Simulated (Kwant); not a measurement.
System: normal lead on a InSb wire with induced superconductivity. Mass 0.014 mₑ, grid 10 nm, pairing Δ = 0.5 meV, chemical potential 0.33 meV in the wire and 10 meV in the lead, Rashba 0.043 eV nm, Zeeman energy 0.0032 meV along the wire, barrier 40 meV × 10 nm; the superconducting wire is semi-infinite.

Constants are typed, rounded textbook-type inputs, not results; the design itself was drawn at random and stands for no fabricated device.

Kwant, Bogoliubov-de Gennes tight-binding model of one subband, both spins, coherent transport at 0 K. Conductance is in e²/h.

Problem. Does the wire meet the condition for a Majorana end state, and what zero-bias conductance follows?

Solution. √(Δ² + μ²) = 0.599 meV against a Zeeman energy of 0.00320 meV: the condition is not met, so no quantised peak is due. Simulated G(0) = 0.0099 e²/h.
